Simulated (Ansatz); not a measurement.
The starting structures come from a database of crystals and need not be the phases stable at ambient conditions.

Inside the gap of an insulator the Bloch states are evanescent, with a wavenumber k + iκ along the transport direction.

```xyz
7
Lattice="5.5897 0.0000 0.0000 0.0000 10.1721 0.0000 2.7949 5.0861 2.7949" Properties=species:S:1:pos:R:3 pbc="T T T"
Al     2.7949     7.6291     0.0000
Al     0.0000     5.0861     0.0000
Cd     0.0000     0.0000     0.0000
S      7.0690    11.5377     1.5642
S      4.3591     3.7205     1.3155
S      1.3155     6.4517     1.2306
S      4.0255     8.8065     1.4793
```

Space group of this cell: I-4. The cell is taken as given.

Transport runs along the normal of the first two printed cell vectors, the (100) plane of the conventional cell.

The gap is the functional's own, uncorrected, and κ follows it; spin-orbit coupling is left out. Mid-gap values are interpolated between the computed energies.

**Question.** Compute, with r2SCAN in Ansatz (a program for electronic structure), the band gap and the smallest decay constant κ at mid-gap.

**Answer.** Gap 3.37 eV on a 12×12×12 mesh; κ = 0.247 1/Å, at the zone centre.
